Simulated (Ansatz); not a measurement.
Ansatz (a quantum-chemistry and plane-wave program) is run on LiCd3 (Fm-3m, 4 atoms in the cell), and the run fails. The aim is a self-consistent single point with DFT, PBEsol, plane waves, default PAW files made with PBE.

Cell that was meant: a = 4.8037 Å, b = 4.8037 Å, c = 4.8037 Å, α = 60.00°, β = 60.00°, γ = 60.00°.

Part of the input:

```yaml
  occupations:
    method: methfessel_paxton
    width: 0.1
  max_iter: 4
output:
  forces: true
  eigenvalues: true
```

The program printed (abridged):

```
SCF iter   1: F=—  HF=-24755.910507 eV  |F-HF|=—  |Δ(HF+E_count)|=         —  Δρ=4.62e-3  dr2=1.32e-2  ethr=1.77e-3  ⟨swp⟩=6.2  Hψ=7633  notcnv=0  defer=1
all-band conjugate gradients solve this SCF's bands
preconditioner: auto → Resta (q_TF=auto, 2.631 Å⁻¹)
SCF iter   2: F=—  HF=-24755.906704 eV  |F-HF|=—  |Δ(HF+E_count)|=   3.80e-3  S|Δr|=    0.00e0  Δρ=1.05e-3  dr2=6.47e-4  ethr=2.10e-5  ⟨swp⟩=4.4  Hψ=12273  notcnv=0
SCF iter   3: F=—  HF=-24755.906508 eV  |F-HF|=—  |Δ(HF+E_count)|=   1.96e-4  S|Δr|=    0.00e0  Δρ=4.21e-4  dr2=7.24e-5  ethr=1.03e-6  ⟨swp⟩=3.3  Hψ=7193  notcnv=0
SCF iter   4: F=—  HF=-24755.906503 eV  |F-HF|=—  |Δ(HF+E_count)|=   5.46e-6  S|Δr|=    0.00e0  Δρ=4.89e-5  dr2=1.59e-6  ethr=1.15e-7  ⟨swp⟩=3.0  Hψ=6781  notcnv=0
Error: did not converge after 4 iterations: dr2 = 1.59e-6 (threshold 1.00e-7), under the density mixer `msr1`, which `scf.mixing.algorithm: auto` chose by the deck's other keys (type `scf.mixing.algorithm: msr1` to keep it); raise `scf.max_iter`, which need not help a stalled SCF, or adjust the mixing (`scf.mixing`) or, under a smearing, its width (`scf.occupations.width`, in either direction: another width is another result); this SCF holds its density and magnetisation to the symmetry operations that it keeps, and cannot end on a state that breaks one of them: if the state sought breaks one, re-run with `crystal.symmetry.detect: false`, without `crystal.symmetry.time_reversal: [...]
```

Problem. What is wrong, and how is it fixed?

Solution. The fault is an iteration limit that is too low. The loop is cut before its threshold is met, so whatever is printed at the end is not self-consistent. To fix it, raise the limit, or leave it to the default. The run ended unconverged after 4 iterations.

The sound input it was made from differs as follows (other fixes are possible):
```diff
-  max_iter: 4
```

With that input, the run converged in 6 iterations: free energy E − TS (on the zero of these files) -24755.9065 eV; Fermi level (on the code's own zero) 12.40 eV; pressure -1.54 GPa (DFT, PBEsol, plane waves, default PAW files made with PBE).

On the sound input: the starting cell comes from a database of computed structures (which also holds hypothetical and non-ambient phases and stackings), without a prior relaxation at this level. Ansatz's pressure includes its estimate of the finite-basis (Pulay) stress.

Keys are those of Ansatz 0.2.
